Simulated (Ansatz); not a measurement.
Rh under a change: biaxial strain +0.50 %, plane normal [001], relaxed out of plane

Consider Rh in the fcc (Cu type) structure (space group Fm-3m, No. 225; a = 3.8015 Å; relaxed with 0.1 eV smearing). Axes: x, y, z lie along the cube axes.

Perturbation: biaxial strain +0.50 %, plane normal [001], relaxed out of plane (Cartesian); in-plane vectors clamped, the third vector and the atoms free.

Calculations: Kohn–Sham DFT with the r2SCAN functional, run in Ansatz (a program for electronic structure) with PAW and 500 eV plane waves, no SOC. k-mesh 30×30×30 (Γ-centred); smearing 0.1 eV (Fermi–Dirac).

- Volume per atom: 13.81 Å³ (base 13.73 Å³)
- Space group: I4/mmm (No. 139) (base Fm-3m (No. 225))
- Energy relative to the base (free energy F): +1.0 meV/atom
- Pressure (mean of the normal stresses, compression positive): -1.5 GPa (base 0.0 GPa)
- Band gap: zero (base zero)
- Out-of-plane strain: -0.45 %
- Mean in-plane stress (compression positive): -2.3 GPa

Final structure (turned so that z lies along the plane normal):

```
CELL_PARAMETERS angstrom
      2.70153     0.00000     0.00000
      0.00000     2.70153     0.00000
      1.35077    -1.35077     1.89229
ATOMIC_POSITIONS crystal
  Rh 0.00000 0.00000 0.00000
```

Stability against distortions was not tested. The final runs are not spin-polarised.
